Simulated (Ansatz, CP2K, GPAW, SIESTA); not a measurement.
# Te2Mo (P6_3/mmc, 6 atoms in the cell) computed with different codes at matched settings

Band-structure calculation.

```
Te2Mo
1.0
    3.50111     0.00000     0.00000
   -1.75056     3.03205     0.00000
    0.00000     0.00000    14.38265
Te Mo
4 2
Direct
  0.33333   0.66667   0.62782
  0.66667   0.33333   0.37218
  0.66667   0.33333   0.12782
  0.33333   0.66667   0.87218
  0.33333   0.66667   0.25000
  0.66667   0.33333   0.75000
```

Shared settings, as Ansatz (a program for electronic structure) writes them: kpoints.mp_grid.grid = 6 6 2; scf.occupations.method = fixed. Potentials and cutoffs stand in the table.

```csv
code,model,gap along the path (eV),smallest direct gap (eV),cutoff
SIESTA,"GGA PBE, numerical atomic orbitals DZP, PseudoDojo PBE standard norm-conserving potentials (rewritten from UPF to PSML)",0.96,1.02,grid 300 Ry
CP2K,"PBE, GPW, DZVP-MOLOPT-SR-GTH basis, GTH-PBE potentials (GTH_POTENTIALS)",0.91,1.06,grid 500 Ry
GPAW,"PBE, GPAW PAW datasets PBE (gpaw-data 1.0.1)",0.91,1.04,550 eV
Ansatz,"PBE, default PAW files",0.93,1.05,420 eV
```

On Ansatz's run: spin-orbit coupling is off.

The spread over the programs that give each value: gap along the path within 0.05 eV; smallest direct gap within 0.04 eV.

SIESTA and CP2K use small atom-centred bases, whose incompleteness enters pressures, forces and empty levels differently from a plane-wave cutoff.

The starting cell comes from a database of computed structures (which also holds hypothetical and non-ambient phases and stackings), without a prior relaxation at this level. Its lattice was rescaled by a random factor within 2.5 % of one.

Left out of this page: Elk and FLEUR (not drawn, or without a comparable value).

Keys are those of Ansatz 0.2.
